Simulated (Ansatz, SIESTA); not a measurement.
An Ansatz (a quantum-chemistry and plane-wave program) input for a self-consistent single point of Ca2Ge (Fm-3m, 3 atoms in the cell) (DFT, LDA (PW92), plane waves, default PAW files made with PBE):

Ansatz 0.2 input:
```yaml
crystal:
  lattice:
    - [0.00000000, 3.66486000, 3.66486000]
    - [3.66486000, 0.00000000, 3.66486000]
    - [3.66486000, 3.66486000, 0.00000000]
  atoms:
    - { symbol: Ca, position: [0.75000000, 0.75000000, 0.75000000] }
    - { symbol: Ca, position: [0.25000000, 0.25000000, 0.25000000] }
    - { symbol: Ge, position: [0.00000000, 0.00000000, 0.00000000] }
kpoints:
  mp_grid: { grid: [4, 4, 4] }
hamiltonian:
  xc: lda
  pseudopotentials: { kind: paw }
scf:
  occupations: { method: fixed }
output:
  forces: true
  eigenvalues: true
  stress: true
```

Question: Translate this input to SIESTA.

Answer: This is the input that was run; spellings and numerical settings could be chosen otherwise.

```
# files in the folder: Ca.psml Ge.psml (PseudoDojo LDA standard)
SystemName  Ca2Ge
SystemLabel ca2ge

NumberOfAtoms                3
NumberOfSpecies              2
%block ChemicalSpeciesLabel
  1 20 Ca
  2 32 Ge
%endblock ChemicalSpeciesLabel
LatticeConstant              1.0 Ang
%block LatticeVectors
     0.000000000    3.664860000    3.664860000
     3.664860000    0.000000000    3.664860000
     3.664860000    3.664860000    0.000000000
%endblock LatticeVectors
AtomicCoordinatesFormat      Ang
%block AtomicCoordinatesAndAtomicSpecies
     5.497290000    5.497290000    5.497290000  1
     1.832430000    1.832430000    1.832430000  1
     0.000000000    0.000000000    0.000000000  2
%endblock AtomicCoordinatesAndAtomicSpecies

XC.functional                LDA
XC.authors                   PW92
PAO.BasisSize                DZP
PAO.EnergyShift              0.01 Ry
MeshCutoff                   300 Ry
%block kgrid.MonkhorstPack
    4   0   0  0.0
    0   4   0  0.0
    0   0   4  0.0
%endblock kgrid.MonkhorstPack
OccupationFunction           FD
ElectronicTemperature        10 K

MaxSCFIterations             150
SCF.Mixer.Method             Pulay
SCF.Mixer.Weight             0.2
SCF.Mixer.History            6
SCF.DM.Tolerance             1.0E-05
Diag.ParallelOverK           true
WriteForces                  true
Charge.Mulliken              end
```

Basis, cutoffs, solver keys and any potentials are the target program's own. This input uses DFT, LDA PW92, numerical atomic orbitals DZP, PseudoDojo LDA standard norm-conserving potentials (rewritten from UPF to PSML). LDA parametrisations can differ slightly between programs. Both were run: pressure -4.22 GPa in Ansatz and 0.95 in SIESTA; gap on the mesh 0.606 eV in Ansatz and 0.279 in SIESTA. Ansatz's pressure is the one without its finite-basis correction.

On SIESTA: the starting cell comes from a database of computed structures (which also holds hypothetical and non-ambient phases and stackings), without a prior relaxation at this level. Its lattice was rescaled by a random factor within 2.5 % of one. Values carry the incompleteness of an atom-centred basis. The basis of the alkali or alkaline-earth atoms may lack their empty d shell, which can raise the gap.

On Ansatz: the starting cell comes from a database of computed structures (which also holds hypothetical and non-ambient phases and stackings), without a prior relaxation at this level. Its lattice was rescaled by a random factor within 2.5 % of one. With a pressure of about -4 GPa the cell is away from its equilibrium volume at this level.
